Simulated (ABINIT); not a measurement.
Input and output of a self-consistent single point for CuTe (Pmmn, 4 atoms in the cell) (ABINIT).

Level of theory: LDA (PW92), PAW (JTH v2.0 LDA PAW) (plane waves; ABINIT).

The change in words: lattice scaled by 0.98. Reference geometry:
```
CuTe
1.0
    3.19743     0.00000     0.00000
    0.00000     3.94576     0.00000
    0.00000     0.00000     7.21942
Cu Te
2 2
Cartesian
  0.00000   1.97288   3.35407
  1.59872   0.00000   3.86535
  0.00000   0.00000   1.71988
  1.59872   1.97288   5.49954
```

Reference input (self-consistent single point, DFT, LDA (PW92), plane waves, PAW (JTH v2.0 LDA PAW)): pseudos = [Cu.LDA_PW-JTH.xml, Te.LDA_PW-JTH.xml]; ecut = 60 Ry; pawecutdg = 120 Ry; pawxcdev = 0; occopt = 7; tsmear = 0.136 eV; ngkpt = 7 6 3; nshiftk = 1; shiftk = 0 0 0; potentials = JTH v2.0 LDA PAW; nband = 33; kptopt = 1. This run's input differs from it in these lines:

```diff
@@ -5,5 +5,5 @@
 rprim
-         3.1974320000    0.0000000000    0.0000000000
-         0.0000000000    3.9457590000    0.0000000000
-         0.0000000000    0.0000000000    7.2194230000
+         3.1334830000    0.0000000000    0.0000000000
+         0.0000000000    3.8668440000    0.0000000000
+         0.0000000000    0.0000000000    7.0750350000
 natom 4
@@ -13,6 +13,6 @@
 xcart
-         0.0000000000    1.9728795000    3.3540717316
-         1.5987160000    0.0000000000    3.8653512684
-         0.0000000000    0.0000000000    1.7198831413
-         1.5987160000    1.9728795000    5.4995398587
+         0.0000000000    1.9334220000    3.2869905106
+         1.5667415000    0.0000000000    3.7880444894
+         0.0000000000    0.0000000000    1.6854855880
+         1.5667415000    1.9334220000    5.3895494119
       Angstrom
```

Log, with long lists cut:

```
--- !BeginCycle
solver: {iscf: 17, nstep: 60, nline: 4, wfoptalg: 10, }
tolerances: {tolvrs: 1.00E-10, }
...

     iter   Etot(hartree)      deltaE(h)  residm     nres2
 ETOT  1  -409.79075007948    -4.098E+02 5.942E+01 4.619E+01
 ETOT  2  -413.19883583393    -3.408E+00 8.850E-02 6.203E+01
 ETOT  3  -413.07275363641     1.261E-01 7.131E-02 3.980E+00
 ETOT  4  -413.06910566992     3.648E-03 3.689E-02 4.982E-01
 ETOT  5  -413.06845541341     6.503E-04 1.984E-02 7.821E-02
   [... 7 lines left out ...]
 ETOT 13  -413.06832885346    -6.251E-10 2.442E-04 8.559E-09
 ETOT 14  -413.06832885345     1.990E-12 1.430E-04 8.340E-09
 ETOT 15  -413.06832885344     9.436E-12 8.417E-05 4.818E-10
 ETOT 16  -413.06832885345    -9.265E-12 1.775E-04 3.789E-11
 At SCF step   16       nres2   =  3.79E-11 < tolvrs=  1.00E-10 =>converged.

 Cartesian components of stress tensor (hartree/bohr^3)
  sigma(1 1)= -1.16100948E-04  sigma(3 2)=  0.00000000E+00
  sigma(2 2)= -1.26863435E-04  sigma(3 1)=  0.00000000E+00
  sigma(3 3)= -1.59485762E-04  sigma(2 1)=  0.00000000E+00

 ----iterations are completed or convergence reached----

 reduced coordinates (array xred) for    4 atoms
       0.000000000000      0.500000000000      0.464589999993
       0.500000000000     -0.000000000000      0.535410000007
       0.000000000000     -0.000000000000      0.238230000000
       0.500000000000      0.500000000000      0.761770000000
 cartesian forces (eV/Angstrom) at end:
    1     -0.00000000000000    -0.00000000000000     0.04242186117454
   [... lines left out ...]
 Fermi (or HOMO) energy (eV) =  -3.43861   Average Vxc (eV)= -10.31711
   [... lines left out ...]
'-kT*entropy'       : -5.82083293369858E-04
total_energy        : -4.13068324676446E+02
total_energy_eV     : -1.12401607431779E+04
...

-Cartesian components of stress tensor (GPa)         [Pressure=  3.9468E+00 GPa]
- sigma(1 1)= -3.41580724E+00  sigma(3 2)=  0.00000000E+00
- sigma(2 2)= -3.73245050E+00  sigma(3 1)=  0.00000000E+00
- sigma(3 3)= -4.69223232E+00  sigma(2 1)=  0.00000000E+00

 Calculation completed.
```

The run converged in 16 iterations. Against the reference run the free energy goes up by 10.7 meV/atom, the pressure goes from -1.40 to 3.95 GPa and the largest force goes from 0.065 to 0.819 eV/Å.

The starting cell comes from a database of computed structures (which also holds hypothetical and non-ambient phases and stackings), without a prior relaxation at this level. Its lattice was rescaled by a random factor within 2.5 % of one. For this run, on top of that: lattice scaled by 0.98. Spin polarisation is off. With a pressure of about 4 GPa the cell is away from its equilibrium volume at this level. The run gives no clean gap (levels at the Fermi energy touch, overlap or are partly filled at this smearing), which alone does not show that the compound is a metal.

Cost on one core of a shared machine: roughly 8 min.
